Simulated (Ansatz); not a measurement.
Seebeck coefficient (μV/K, mean over directions) of p-type Cd2SnO4 (Pbam) against carrier density, PBEsol, rigid bands (Ansatz, a first-principles code). Computed gap 0.48 eV; densities at which minority carriers matter at this gap, or further valleys turn the trend, are left out. Conductivity mass 2.9 mₑ (harmonic mean over directions), N_v = 5.4e20 cm⁻³ at 300 K.

| hole density | 300 K |
|---|---|
| 1e18 cm⁻³ | ? |
| 3e18 cm⁻³ | 671 |
| 1e19 cm⁻³ | 568 |
| 3e19 cm⁻³ | ? |
| 1e20 cm⁻³ | 370 |
| 3e20 cm⁻³ | 276 |
| 1e21 cm⁻³ | 176 |

Some entries are withheld; supply them.


- 1e18 cm⁻³, 300 K: 766
- 3e19 cm⁻³, 300 K: 473

Rigid bands with a gap fixed in temperature, one relaxation time for all states, no polarons or phonon drag, and whether or not such doping can be reached. Spin-orbit coupling is left out; where it splits the top of the valence band, N_v and the p-type Seebeck coefficient come out somewhat high without it.

Formula and space group known from diffraction (Crystallography Open Database), not checked to be the room-temperature form: Cd2SnO4 (Pbam).
